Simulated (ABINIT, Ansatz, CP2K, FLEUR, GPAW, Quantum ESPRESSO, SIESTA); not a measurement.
## One structure in several programs: As2Ru (P1, 6 atoms in the cell)

Self-consistent single point, at a second geometry (atoms moved at random). First geometry:

```xyz
6
Lattice="5.4356 0.0000 0.0000 0.0000 6.2059 0.0000 0.0000 0.0000 3.0011" Properties=species:S:1:pos:R:3 pbc="T T T"
As     1.7895     5.3765     1.5006
As     3.6461     0.8294     1.5006
As     4.5073     3.9324     0.0000
As     0.9283     2.2735     0.0000
Ru     2.7178     3.1030     1.5006
Ru     0.0000     0.0000     0.0000
```

Second geometry:
```yaml
crystal:
  lattice:
    - [5.43556, 0.00000, 0.00000]
    - [0.00000, 6.20595, 0.00000]
    - [0.00000, 0.00000, 3.00115]
  atoms:
    - { symbol: As, position: [0.33750, 0.86367, 0.50101] }
    - { symbol: As, position: [0.66970, 0.14055, 0.52228] }
    - { symbol: As, position: [0.83437, 0.62277, 0.00768] }
    - { symbol: As, position: [0.17272, 0.37084, 0.00132] }
    - { symbol: Ru, position: [0.50182, 0.50058, 0.49111] }
    - { symbol: Ru, position: [0.98389, 0.00159, 0.97661] }
```

Shared settings, as Ansatz (an electronic-structure program) writes them: kpoints.mp_grid.grid = 3 3 6; scf.occupations.method = fermi_dirac; scf.occupations.width = 0.01 eV. Potentials and cutoffs stand in the table.

```csv
code,model,ΔF from the first geometry (meV/atom),pressure (GPa),largest force (eV/Å),gap on the mesh (eV),cutoff
Ansatz,"LDA (PW92), PAW files made with PBE",40.1,-5.52,1.857,0.573,420 eV
CP2K,"LDA (Pade form), GPW, DZVP-MOLOPT-SR-GTH basis, GTH-PADE potentials (GTH_POTENTIALS)",41.7,-7.52,1.939,0.583,grid 500 Ry
FLEUR,"LDA (Vosko-Wilk-Nusair), all-electron FLAPW (FLEUR), scalar-relativistic valence",41.1,–,1.888,0.551,Kmax 3.6 1/bohr
ABINIT,"LDA (PW92), PAW (JTH v2.0 LDA PAW)",39.8,-5.35,1.841,0.555,20 Ha
SIESTA,"LDA PW92, numerical atomic orbitals DZP, PseudoDojo LDA standard norm-conserving potentials (rewritten from UPF to PSML)",48.8,-0.45,2.221,0.527,grid 300 Ry
Quantum ESPRESSO,"LDA (PZ), GBRV 1.5 ultrasoft (LDA) pseudopotentials",41.2,-4.44,1.914,0.575,40 Ry
GPAW,"LDA (Perdew-Wang 92), GPAW PAW datasets LDA (gpaw-data 1.0.1)",40.3,-5.27,1.856,0.553,600 eV
```

Size of the force on each atom (eV/Å): Sizes of forces hide their directions.

```
code                As1    As2    As3    As4    Ru5    Ru6
----------------  -----  -----  -----  -----  -----  -----
Ansatz            1.145  0.829  1.406  0.974  0.439  1.857
CP2K              1.179  0.839  1.475  1.044  0.465  1.939
FLEUR             1.156  0.823  1.477  1.042  0.444  1.888
ABINIT            1.132  0.826  1.408  0.974  0.434  1.841
SIESTA            1.260  0.843  1.899  1.502  0.499  2.221
Quantum ESPRESSO  1.163  0.838  1.456  1.027  0.446  1.914
GPAW              1.127  0.814  1.446  1.010  0.438  1.856
```

A dash marks a value that a program does not give, or that is left out as unsure.

Gaps are read on the mesh.

The spread over the programs that give each value: ΔF from the first geometry within 9.0 meV/atom; pressure within 7.07 GPa; largest force within 0.380 eV/Å; gap on the mesh within 0.056 eV.

CP2K and SIESTA use small atom-centred bases, whose incompleteness enters pressures, forces and empty levels differently from a plane-wave cutoff. FLEUR treats all electrons, but the usual bases taken here (sphere radii, linearisation, local orbitals, empty states) were not tested for convergence, so the values are no reference for the others. Ansatz's pressure is given at a fixed set of plane waves, as the other plane-wave codes print theirs; with its correction for the finite basis it is -5.41 GPa. The same LDA comes in different parametrisations, which differ slightly. In the pressure, CP2K (by 2.21) and SIESTA (by 4.86) lie more than 1 GPa from the median of the plane-wave programs. In the force vectors, CP2K (by 0.083) and SIESTA (by 0.524) lie more than 0.08 eV/Å from the median of the plane-wave programs.

The starting cell comes from a database of computed structures (which also holds hypothetical and non-ambient phases and stackings), without a prior relaxation at this level. For this run, on top of that: atoms moved at random.

Keys are those of Ansatz 0.2.
